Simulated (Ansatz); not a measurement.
Abridged Ansatz (a first-principles code) output:

```
Relaxation: its limit of steps is 50 (relax.max_steps)
Pseudopotential: Mo, paw, valence charge 14
Crystal: 1 atoms, lattice volume = 16.459 Å³
Basis set: ecut = 420 eV, 321 PW (Γ), exchange–correlation on 40×40×40 points (8 copies of the dense FFT grid, shifted against one another)
Bands: 11, of which v1, the nominal top of the filled ones, is band 7 counted from 1 (6 counted from 0)
Symmetry: 48 space group operations
k-points: 752 of 27000
Functional: x = slater, c = lda
SCF iter   1: F=—  HF=-4842.769640 eV  |F-HF|=—  |Δ(HF+E_count)|=         —  Δρ=6.44e-3  dr2=1.59e-3  ethr=1.77e-3  ⟨swp⟩=5.0  Hψ=48311  notcnv=0
SCF iter   2: F=—  HF=-4842.769381 eV  |F-HF|=—  |Δ(HF+E_count)|=   2.58e-4  Δρ=3.18e-3  dr2=3.44e-4  ethr=1.14e-5  ⟨swp⟩=2.0  Hψ=16404  notcnv=0
SCF 1 converged in 8 iterations: F = -4842.769358 eV  dr2 = 2.30e-12
relax step   1: F+E_penalty+E_count = -4842.76935763 eV  Δ(F+E_penalty+E_count) = +0.000e0 eV  max|allowed force component| = 0.000e0 eV/Å  Δτ_max = 0.0000 Å  (8 SCF iters, accepted)
SCF converged after 8 iterations
Free energy (F): -4842.769358 eV
Internal energy: -4842.747582 eV  (E = F + TS)
E sigma→0 (E₀):  -4842.758470 eV
Entropy (-TS):   -0.021776 eV (-21.776 meV/atom)
Fermi energy:    19.572624 eV
--- Forces (eV/Å), atoms counted from 1 ---
  atom   1  Mo    -0.00000000     0.00000000     0.00000000
--- Stress (GPa, compression-positive) ---
      -21.469224       0.000000       0.000000
        0.000000     -21.469224      -0.000000
       -0.000000      -0.000000     -21.469224
  P = ⅓ Tr σ = -21.4692 GPa (-214.692 kbar)
--- Relaxed structure (1 steps of the walk, 1 accepted, 0 SCFs on fresh bases) ---
  atoms:
    - { symbol: Mo, position: [0.0, 0.0, 0.0] }
```

Problem. What was computed, and what are the main results?

Solution. Mo, 1 atom in the cell, with LDA (Ansatz, PAW, spin-orbit coupling left out). The last SCF converged to F = -4842.769358 eV, or -4842.7694 eV per atom, at a pressure of -21.47 GPa. The total energy compares only with runs of the same code, potentials and settings.

The cells carry an imposed strain or load. Stability against distortions was not tested. All final runs are without spin polarisation. The cell was made from Mo in the bcc (W type) structure (space group Im-3m, No. 229) by this change: isotropic strain +3.00 %.

Keys are those of Ansatz 0.2.
